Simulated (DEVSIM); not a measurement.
System: Ru/SiO2/p-Si capacitor, at 300 K.

| layer (left to right) | material | thickness (nm) | Na (cm⁻³) |
|---|---|---|---|
| 1 | SiO2 | 5.40 | - |
| 2 | Si | 2300 | 6.2e16 |

Metal gate on the left, work function 4.7 eV. Fixed charge at the semiconductor interface -1.2e10 cm⁻² (in units of +e); no interface traps.

This is a model device: material constants are rounded textbook-type values typed into the input, and sizes, dopings and lifetimes were drawn at random. Values at 300 K.

| parameter | SiO2 | Si |
|---|---|---|
| gap (eV) | 9 | 1.124 |
| affinity (eV) | 0.9 | 4.05 |
| permittivity | 3.9 | 11.7 |
| Nc (cm⁻³) | - | 2.86e19 |
| Nv (cm⁻³) | - | 3.1e19 |

DEVSIM, 1D Poisson equation in equilibrium, Boltzmann statistics, complete ionisation; no quantum confinement or tunnelling. Metal contacts follow the ideal Schottky-Mott rule: no Fermi-level pinning, no interface dipoles.

**Question.** Tabulate band edges, carrier densities and field at 0.3 V on the gate.

**Answer.** Energies count from the Fermi level of the right contact; mesh points crowd at the junctions.

```json
[
 {"x (μm)": "0.000", "Ec (eV)": "3.500", "Ev (eV)": "-5.500", "n (cm⁻³)": "< 1e2", "p (cm⁻³)": "< 1e2", "field (V/cm)": "280000"},
 {"x (μm)": "0.001082", "Ec (eV)": "3.530", "Ev (eV)": "-5.470", "n (cm⁻³)": "< 1e2", "p (cm⁻³)": "< 1e2", "field (V/cm)": "280000"},
 {"x (μm)": "0.002634", "Ec (eV)": "3.574", "Ev (eV)": "-5.426", "n (cm⁻³)": "< 1e2", "p (cm⁻³)": "< 1e2", "field (V/cm)": "280000"},
 {"x (μm)": "0.004274", "Ec (eV)": "3.620", "Ev (eV)": "-5.380", "n (cm⁻³)": "< 1e2", "p (cm⁻³)": "< 1e2", "field (V/cm)": "280000"},
 {"x (μm)": "0.005614", "Ec (eV)": "0.503", "Ev (eV)": "-0.621", "n (cm⁻³)": "1.0e11", "p (cm⁻³)": "1.1e9", "field (V/cm)": "91000"},
 {"x (μm)": "0.007136", "Ec (eV)": "0.517", "Ev (eV)": "-0.607", "n (cm⁻³)": "6.0e10", "p (cm⁻³)": "1.9e9", "field (V/cm)": "90000"},
 {"x (μm)": "0.01034", "Ec (eV)": "0.545", "Ev (eV)": "-0.579", "n (cm⁻³)": "2.0e10", "p (cm⁻³)": "5.8e9", "field (V/cm)": "87000"},
 {"x (μm)": "0.01999", "Ec (eV)": "0.624", "Ev (eV)": "-0.500", "n (cm⁻³)": "9.3e8", "p (cm⁻³)": "1.3e11", "field (V/cm)": "78000"},
 {"x (μm)": "0.03743", "Ec (eV)": "0.745", "Ev (eV)": "-0.379", "n (cm⁻³)": "8800000", "p (cm⁻³)": "1.3e13", "field (V/cm)": "61000"},
 {"x (μm)": "0.07183", "Ec (eV)": "0.898", "Ev (eV)": "-0.226", "n (cm⁻³)": "24000", "p (cm⁻³)": "4.9e15", "field (V/cm)": "28000"},
 {"x (μm)": "0.1466", "Ec (eV)": "0.962", "Ev (eV)": "-0.162", "n (cm⁻³)": "2000", "p (cm⁻³)": "6.0e16", "field (V/cm)": "640"},
 {"x (μm)": "0.3844", "Ec (eV)": "0.963", "Ev (eV)": "-0.161", "n (cm⁻³)": "1900", "p (cm⁻³)": "6.2e16", "field (V/cm)": "≈ 0"},
 {"x (μm)": "0.7785", "Ec (eV)": "0.963", "Ev (eV)": "-0.161", "n (cm⁻³)": "1900", "p (cm⁻³)": "6.2e16", "field (V/cm)": "≈ 0"},
 {"x (μm)": "1.486", "Ec (eV)": "0.963", "Ev (eV)": "-0.161", "n (cm⁻³)": "1900", "p (cm⁻³)": "6.2e16", "field (V/cm)": "≈ 0"},
 {"x (μm)": "1.999", "Ec (eV)": "0.963", "Ev (eV)": "-0.161", "n (cm⁻³)": "1900", "p (cm⁻³)": "6.2e16", "field (V/cm)": "≈ 0"},
 {"x (μm)": "2.156", "Ec (eV)": "0.963", "Ev (eV)": "-0.161", "n (cm⁻³)": "1900", "p (cm⁻³)": "6.2e16", "field (V/cm)": "≈ 0"},
 {"x (μm)": "2.235", "Ec (eV)": "0.963", "Ev (eV)": "-0.161", "n (cm⁻³)": "1900", "p (cm⁻³)": "6.2e16", "field (V/cm)": "≈ 0"},
 {"x (μm)": "2.271", "Ec (eV)": "0.963", "Ev (eV)": "-0.161", "n (cm⁻³)": "1900", "p (cm⁻³)": "6.2e16", "field (V/cm)": "≈ 0"},
 {"x (μm)": "2.293", "Ec (eV)": "0.963", "Ev (eV)": "-0.161", "n (cm⁻³)": "1900", "p (cm⁻³)": "6.2e16", "field (V/cm)": "≈ 0"},
 {"x (μm)": "2.300", "Ec (eV)": "0.963", "Ev (eV)": "-0.161", "n (cm⁻³)": "1900", "p (cm⁻³)": "6.2e16", "field (V/cm)": "≈ 0"},
 {"x (μm)": "2.304", "Ec (eV)": "0.963", "Ev (eV)": "-0.161", "n (cm⁻³)": "1900", "p (cm⁻³)": "6.2e16", "field (V/cm)": "≈ 0"},
 {"x (μm)": "2.305", "Ec (eV)": "0.963", "Ev (eV)": "-0.161", "n (cm⁻³)": "1900", "p (cm⁻³)": "6.2e16", "field (V/cm)": "≈ 0"}
]
```
